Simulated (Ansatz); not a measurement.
Base system: W in the fcc (Cu type) structure (space group Fm-3m, No. 225; a = 3.998 Å).

Now apply this change: a hydrostatic pressure of 10 GPa.

Levels (all Ansatz, a first-principles code, PAW): PBEsol (420 eV, no SOC); PBEsol+SOC (420 eV, noncollinear with spin-orbit coupling).

The geometry is relaxed with PBEsol.

| Item | Result |
|---|---|
| PBEsol pressure | 10.0 GPa |

How does going to PBEsol+SOC change the pressure?

The pressure grows by 1.0 GPa, from 10.0 GPa to 11.0 GPa.

Single points use the geometry relaxed with PBEsol. Differences between runs with and without spin-orbit coupling are approximate. Load acts through the strain it causes; cell and atoms are relaxed under it. Whether these cells are dynamically stable was not tested. No other phases were tried under pressure. The runs without spin-orbit coupling are not spin-polarised. This is not the structure that W has at room temperature and ambient pressure.
